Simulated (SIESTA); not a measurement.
## SIESTA run on CsScW₂O₈ (C2/m, 12 atoms in the cell): self-consistent single point

Method of the run: GGA PBEsol, numerical atomic orbitals DZP, PseudoDojo PBEsol standard norm-conserving potentials (rewritten from UPF to PSML) in SIESTA.

Input:

```
# files in the folder: Cs.psml Sc.psml W.psml O.psml (PseudoDojo PBEsol standard)
SystemName  CsSc(WO4)2
SystemLabel CsSc(WO4)2

NumberOfAtoms                12
NumberOfSpecies              4
%block ChemicalSpeciesLabel
  1 55 Cs
  2 21 Sc
  3 74 W
  4 8 O
%endblock ChemicalSpeciesLabel
LatticeConstant              5.685786 Ang
%block LatticeVectors
     0.849503481   -0.527583170    0.000000000
     0.849503481    0.527583170    0.000000000
    -0.113437087    0.000000000    1.545937184
%endblock LatticeVectors
AtomicCoordinatesFormat      Bohr
%block AtomicCoordinatesAndAtomicSpecies
    -0.609416833    0.000000000    8.305221596  1
     0.000000000    0.000000000    0.000000000  2
     6.472621453    0.000000000    3.180733767  3
    10.563658293   -0.000000000   13.429709425  3
     5.355292218    0.000000000    6.341867211  4
    11.680987528    0.000000000   10.268575981  4
     8.387131611    2.861085419    2.746536782  4
     8.649148134   -2.861085419   13.863906410  4
     8.649148134    2.861085419   13.863906410  4
     8.387131611   -2.861085419    2.746536782  4
     3.860511125   -0.000000000    0.951446186  4
    13.175768621   -0.000000000   15.658997006  4
%endblock AtomicCoordinatesAndAtomicSpecies

XC.functional                GGA
XC.authors                   PBEsol
PAO.BasisSize                DZP
PAO.EnergyShift              0.01 Ry
MeshCutoff                   350 Ry
%block kgrid.MonkhorstPack
    3   0   0  0.0
    0   3   0  0.0
    0   0   2  0.0
%endblock kgrid.MonkhorstPack
OccupationFunction           MP
OccupationMPOrder            0
ElectronicTemperature        0.02 eV

MaxSCFIterations             150
SCF.Mixer.Method             Pulay
SCF.Mixer.Weight             0.1
SCF.Mixer.History            8
SCF.DM.Tolerance             1.0E-04
Diag.ParallelOverK           true
WriteForces                  true
Charge.Mulliken              end
```

Output, abridged:

```
reinit: Reading from file input.fdf

reinit: System Name: CsSc(WO4)2
reinit: System Label: CsSc(WO4)2

coor:   Atomic-coordinates input format  =     Cartesian coordinates
coor:                                            (in Bohr units)

siesta: Atomic coordinates (Bohr) and species
siesta:     -0.60942   0.00000   8.30522  1        1
siesta:      0.00000   0.00000   0.00000  2        2
siesta:      6.47262   0.00000   3.18073  3        3
siesta:     10.56366  -0.00000  13.42971  3        4
siesta:      5.35529   0.00000   6.34187  4        5
siesta:     11.68099   0.00000  10.26858  4        6
siesta:      8.38713   2.86109   2.74654  4        7
siesta:      8.64915  -2.86109  13.86391  4        8
siesta:      8.64915   2.86109  13.86391  4        9
siesta:      8.38713  -2.86109   2.74654  4       10
siesta:      3.86051  -0.00000   0.95145  4       11
siesta:     13.17577  -0.00000  15.65900  4       12

siesta: System type = bulk

initatomlists: Number of atoms, orbitals, and projectors:     12   170   204

siesta: ******************** Simulation parameters ****************************
redata: Spin configuration                          = none
redata: Time-Reversal Symmetry                      = T
redata: Number of Atomic Species                    =        4
redata: Mesh Cutoff                                 =   350.0000 Ry
redata: Net charge of the system                    =     0.0000 |e|
redata: Min. number of SCF Iter                     =        0
redata: Max. number of SCF Iter                     =      150
redata: SCF convergence failure will abort job
redata: SCF mix quantity                            = Hamiltonian
redata: Mix DM or H after convergence               =   F
redata: Recompute H after scf cycle                 =   F
redata: Mix DM in first SCF step                    =   T
redata: No kicks to SCF
redata: DM Mixing Weight for Kicks                  =     0.5000
   [... lines left out ...]
diag: Used triangular part                          = Lower
diag: Absolute tolerance                            =  0.100E-15
diag: Orthogonalization factor                      =  0.100E-05
diag: Memory factor                                 =  1.0000

superc: Internal auxiliary supercell:     5 x     5 x     3  =      75
superc: Number of atoms, orbitals, and projectors:    900  12750  15300

                        Single-point calculation

superc: Internal auxiliary supercell:     5 x     5 x     3  =      75
superc: Number of atoms, orbitals, and projectors:    900  12750  15300

outcell: Unit cell vectors (Ang):
        4.830095   -2.999725    0.000000
        4.830095    2.999725    0.000000
       -0.644979    0.000000    8.789868

outcell: Cell vector modules (Ang)   :    5.685786    5.685786    8.813500
outcell: Cell angles (23,13,12) (deg):     93.5642     93.5642     63.6846
outcell: Cell volume (Ang**3)        :    254.7120
new_DM -- step:     1
Initializing Density Matrix...

Attempting to read DM from file... Failed...
DM filled with atomic data:

InitMesh: MESH = 60 x 60 x 100 = 360000
InitMesh: Mesh cutoff (required, used) =   350.000   357.715 Ry

stepf: Methfessel-Paxton step function
       Using Hermite-Gauss polynomials of order  0
        iscf     Eharris(eV)        E_KS(eV)     FreeEng(eV)     dDmax    Ef(eV) dHmax(eV)
   scf:    1    -9545.206998    -9624.681040    -9624.681040  1.824651 -7.023315 22.189080
   scf:    2    -9669.464812    -9648.799474    -9648.799474  0.078519 -3.402350 15.603648
   scf:    3    -9660.111462    -9667.916155    -9667.916155  0.209107 -3.984866  4.106562
   scf:    4    -9667.834729    -9669.449807    -9669.449807  0.074119 -5.847219  3.085429
   scf:    5    -9669.812806    -9669.655876    -9669.655876  0.026028 -6.095541  2.509077
   scf:    6    -9670.223296    -9670.087744    -9670.087744  0.032859 -6.618760  0.411165
   [... 6 lines left out ...]
   scf:   13    -9670.099604    -9670.099579    -9670.099579  0.000440 -6.700121  0.007818
   scf:   14    -9670.099587    -9670.099586    -9670.099586  0.000164 -6.701628  0.001905
   scf:   15    -9670.099586    -9670.099586    -9670.099586  0.000026 -6.701695  0.001549
   scf:   16    -9670.099586    -9670.099586    -9670.099586  0.000019 -6.701644  0.001126
   scf:   17    -9670.099586    -9670.099586    -9670.099586  0.000045 -6.701522  0.000091
SCF Convergence by DM+H criterion
max |DM_out - DM_in|         :     0.0000446018
max |H_out - H_in|      (eV) :     0.0000911749
SCF cycle converged after 17 iterations

Using DM_out to compute the final energy and forces

siesta: E_KS(eV) =            -9670.0996

siesta: E_KS - E_eggbox =     -9670.0996

siesta: Atomic forces (eV/Ang):
     1   -0.000000   -0.000000   -0.000000
     2    0.000000   -0.000000   -0.000000
     3   -0.019516    0.000000   -0.397902
     4    0.019517   -0.000000    0.397902
     5    0.269598   -0.000000   -0.723105
     6   -0.269598    0.000000    0.723105
     7   -0.355469   -0.543088   -0.060279
     8    0.355469    0.543088    0.060279
     9    0.355469   -0.543088    0.060279
    10   -0.355469    0.543088   -0.060279
    11    0.250006    0.000000    0.657128
    12   -0.250006   -0.000000   -0.657128
   Tot    0.000000   -0.000000    0.000000
   Max    0.723105
   Res    0.341440    sqrt( Sum f_i^2 / 3N )
   Max    0.723105    constrained

Stress tensor Voigt[x,y,z,yz,xz,xy] (kbar):       50.47       60.01       54.10       -0.00        0.13        0.00
(Free)E + p*V (eV/cell)    -9678.8208
Target enthalpy (eV/cell)    -9670.0996

siesta: Program's energy decomposition (eV):
siesta: Ebs     =     -2096.088458
siesta: Eions   =     15714.524867
siesta: Ena     =      3735.924843
siesta: Ekin    =      4098.623715
siesta: Enl     =       278.895632
siesta: Eso     =         0.000000
siesta: Edftu   =         0.000000
siesta: DEna    =       108.813986
siesta: DUscf   =         7.031896
siesta: DUext   =         0.000000
siesta: Ex      =     -2025.893552
siesta: Ec      =      -158.971239
siesta: Exc     =     -2184.864791
siesta: Eharris =     -9670.099586
siesta: Etot    =     -9670.099586
siesta: FreeEng =     -9670.099586

siesta: Atomic forces (eV/Ang):
siesta:      1   -0.000000   -0.000000   -0.000000
siesta:      2    0.000000   -0.000000   -0.000000
siesta:      3   -0.019516    0.000000   -0.397902
siesta:      4    0.019517   -0.000000    0.397902
siesta:      5    0.269598   -0.000000   -0.723105
siesta:      6   -0.269598    0.000000    0.723105
   [... lines left out ...]
siesta: Cell volume =        254.712034 Ang**3
siesta:         -54.85800520        -42.21998356  kBar
   [... lines left out ...]
               6px     5dxy    5dyz    5dz2    5dxz    5dx2-y2 5dxy    5dyz
               5dz2    5dxz    5dx2-y2
   3 12.698   1.975   0.378   0.004   1.983   1.986   1.986   0.258   0.248
              0.254   0.443   0.579   0.464   0.467   0.562   0.252   0.144

              0.286   0.265   0.162
   4 12.698   1.975   0.378   0.004   1.983   1.986   1.986   0.258   0.248
              0.254   0.443   0.579   0.464   0.467   0.562   0.252   0.144

              0.286   0.265   0.162

Species: O
Atom  Qatom  Qorb
               2s      2s      2py     2pz     2px     2py     2pz     2px
               3Pdxy   3Pdyz   3Pdz2   3Pdxz   3Pdx2-y2
   5  6.426   1.756   0.043   1.668   1.522   1.659  -0.112  -0.030  -0.107
              0.002   0.010   0.006   0.008   0.002
   6  6.426   1.756   0.043   1.668   1.522   1.659  -0.112  -0.030  -0.107
   [... 13 lines left out ...]

mulliken: Qtot =       96.000

Mulliken Atomic Populations:
Atom #   charge [q] valence [e]  Species
     1     0.517432    8.482568  Cs
     2     0.661211   10.338789  Sc
     3     1.302427   12.697573  W
     4     1.302427   12.697573  W
     5    -0.425763    6.425763  O
     6    -0.425763    6.425763  O
     7    -0.502669    6.502669  O
     8    -0.502669    6.502669  O
     9    -0.502669    6.502669  O
    10    -0.502669    6.502669  O
    11    -0.460647    6.460647  O
    12    -0.460647    6.460647  O
 Total     0.000000
```

The run converged in 17 iterations.

The starting cell comes from a database of computed structures (which also holds hypothetical and non-ambient phases and stackings), without a prior relaxation at this level. Values carry the incompleteness of an atom-centred basis. With a pressure of about -5 GPa the cell is away from its equilibrium volume at this level.

Cost on one core of a shared machine: roughly 2 min.
